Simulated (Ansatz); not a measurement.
The starting structures come from a database of crystals and need not be the phases stable at ambient conditions.

By PBEsol, the system below comes out a metal.

Data:

```yaml
crystal:
  lattice:
    - [2.83168, 0.00000, 0.00000]
    - [0.00000, 4.00460, 0.00000]
    - [1.41584, 2.00230, 1.41584]
  atoms:
    - { symbol: W, position: [0.00000, 0.00000, 0.00000] }
```

The cell was relaxed by PBE-D3(BJ); by PBEsol it stands under a pressure of -1.5 GPa.

The current flows along the normal of the first two printed cell vectors, the (110) plane of the conventional cell. No spin-orbit coupling; the value is a mean over 0.1 eV about the Fermi level.

Question: Predict the ballistic conductance per area from PBEsol run with Ansatz (an electronic-structure program).

Answer: 1.6 × 10¹⁵ S/m² for both spins.
